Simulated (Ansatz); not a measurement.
Consider GaS in the beta-GaS type structure (space group P6_3/mmc, No. 194; a = 3.534 Å, c = 15.039 Å; layered, stacked along the Cartesian z axis). Axes: x lies along a and z along c of the hexagonal cell.

Calculations: PBEsol-D3(BJ) in Ansatz (plane waves to 420 eV, PAW, no SOC).

Before the change:

```
Quantity                       Value
-------------------  ---------------
Smallest direct gap          1.73 eV
Pressure                    0.00 GPa
Gap character        indirect, Γ → M
Volume per atom             20.33 Å³
```

Modification: biaxial strain −2.89 %, plane normal [001], relaxed out of plane (Cartesian); in-plane vectors clamped, the third vector and the atoms free.

**Question.** How does this affect the smallest direct gap?

**Answer.** The smallest direct gap goes up by 0.71 eV (1.73 eV → 2.44 eV).

**Question.** Predict the new pressure.

**Answer.** The pressure (mean of the normal stresses, compression positive) goes from zero to 3.21 GPa.

**Question.** What does the calculation give for the gap character after the change?

**Answer.** The gap character becomes indirect, Γ → K (base: indirect, Γ → M).

**Question.** How does this affect the volume per atom?

**Answer.** The volume per atom falls by 0.89 Å³, from 20.33 Å³ to 19.44 Å³.

Semilocal Kohn–Sham gaps tend to fall short of experiment. Whether these cells are dynamically stable was not tested.

Ansatz is a first-principles code.
